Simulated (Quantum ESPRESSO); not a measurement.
## Several settings converged on VH₂ (I4mm, 3 atoms in the cell)

```yaml
crystal:
  lattice:
    - [1.48766, -1.48766, 2.10387]
    - [1.48766, 1.48766, 2.10387]
    - [-1.48766, -1.48766, 2.10387]
  atoms:
    - { symbol: V, position: [0.02377, 0.98812, 0.98812] }
    - { symbol: H, position: [0.50000, 0.25000, 0.75000] }
    - { symbol: H, position: [0.50000, 0.75000, 0.25000] }
```

Base method: PBEsol, PseudoDojo standard norm-conserving (PBESOL) pseudopotentials (plane waves; Quantum ESPRESSO).

Base settings: ecutwfc = 85 Ry; occupations = smearing; smearing = gaussian; degauss = 0.0073499 Ry; potentials = {V: V.upf, H: H.upf}; K_POINTS = automatic 9 9 9 0 0 0; conv_thr = 1e-09 Ry; mixing_beta = 0.7.

The count of work is k-points × plane waves × bands × iterations; it is no time. Core times come from one kind of shared machine, to one figure; runs under 30 s give none.

**The k-point mesh**

The second cell is the first with its lattice scaled by 0.98.

Only quantities that move along the ladder and can be compared are tabulated.

| K_POINTS | free energy less the last step's (meV/atom) | energy of the compressed cell less the first (meV/atom) | pressure (GPa) | largest difference of a force vector from the last step's (eV/Å) | count of work / last |
|---|---|---|---|---|---|
| automatic 2 2 2 0 0 0 | -27.65 | 12.68 | -0.60 | 0.489 | 0.0081 |
| automatic 4 4 4 0 0 0 | 45.78 | 4.74 | -3.56 | 0.052 | 0.029 |
| automatic 6 6 6 0 0 0 | -7.85 | -0.58 | -5.73 | 0.009 | 0.074 |
| automatic 8 8 8 0 0 0 | 3.68 | 0.54 | -5.26 | 0.001 | 0.15 |
| automatic 9 9 9 0 0 0 | 0.89 | 0.21 | -5.39 | 0.001 | 0.20 |
| automatic 16 16 16 0 0 0 | 0.00 | 0.09 | -5.45 | 0.000 | 1.0 |

Coarsest K_POINTS that holds the pressure within 0.5 GPa of the last step, with all finer ones: automatic 6 6 6 0 0 0, at 0.074 of the last step's count of work; the step before is off by 1.9 GPa.

Coarsest K_POINTS that holds the forces within 0.02 eV/Å of the last step, with all finer ones: automatic 6 6 6 0 0 0, at 0.074 of the last step's count of work; the step before is off by 0.052 eV/Å.

Coarsest K_POINTS that holds the free energy within 2 meV/atom of the last step, with all finer ones: automatic 9 9 9 0 0 0, at 0.20 of the last step's count of work; the step before is off by 3.7 meV/atom.

The energy difference between the two cells stays within 1 meV/atom of the last step's from automatic 6 6 6 0 0 0 on, the total only from automatic 9 9 9 0 0 0 on: much of the error is common to both cells and cancels.

**The k-point mesh at a smearing width of 0.05 eV**

In this ladder: degauss = 0.0036749 Ry.

The second cell is the first with its lattice scaled by 0.98.

Only quantities that move along the ladder and can be compared are tabulated.

| K_POINTS | free energy less the last step's (meV/atom) | energy of the compressed cell less the first (meV/atom) | pressure (GPa) | largest difference of a force vector from the last step's (eV/Å) | count of work / last | core time / last (rough) |
|---|---|---|---|---|---|---|
| automatic 5 5 5 0 0 0 | 17.80 | 1.48 | -4.89 | 0.013 | 0.031 | – |
| automatic 7 7 7 0 0 0 | 0.36 | 0.05 | -5.47 | 0.001 | 0.074 | – |
| automatic 10 10 10 0 0 0 | -1.95 | -0.12 | -5.54 | 0.001 | 0.20 | 0.2 |
| automatic 15 15 15 0 0 0 | -0.01 | 0.04 | -5.47 | 0.001 | 0.59 | 0.5 |
| automatic 18 18 18 0 0 0 | 0.00 | 0.04 | -5.47 | 0.000 | 1.0 | 1 |

Coarsest K_POINTS that holds the pressure within 0.05 GPa of the last step, with all finer ones: automatic 15 15 15 0 0 0; the step before is off by 0.07 GPa.

Coarsest K_POINTS that holds the energy of the compressed cell less the first within 0.5 meV/atom of the last step, with all finer ones: automatic 7 7 7 0 0 0, at 0.074 of the last step's count of work; the step before is off by 1.4 meV/atom.

Coarsest K_POINTS that holds the forces within 0.01 eV/Å of the last step, with all finer ones: automatic 7 7 7 0 0 0, at 0.074 of the last step's count of work; the step before is off by 0.013 eV/Å.

The energy difference between the two cells stays within 1 meV/atom of the last step's from automatic 7 7 7 0 0 0 on, the total only from automatic 15 15 15 0 0 0 on: much of the error is common to both cells and cancels.

**The number of bands**

The mesh stays at the base's, so the ladder's end is converged at best in this setting alone.

Only quantities that move along the ladder and can be compared are tabulated.

```csv
nbnd,free energy less the last step's (meV/atom),count of work / last,core time / last (rough)
8,0.99,0.94,0.6
10,0.00,0.39,0.4
12,0.00,0.34,–
40,0.00,1.0,1
```

Coarsest nbnd that holds the free energy within 0.5 meV/atom of the last step, with all finer ones: 10, at 0.39 of the last step's count of work and about 0.4 of the last step's time; the step before is off by 0.99 meV/atom.

On the base run: the starting cell comes from a database of computed structures (which also holds hypothetical and non-ambient phases and stackings), without a prior relaxation at this level. Its lattice was rescaled by up to half a per cent. One atom was moved a little off its site on purpose. Spin polarisation is off. In the base run, with a pressure of about -5 GPa the cell is away from its equilibrium volume at this level.
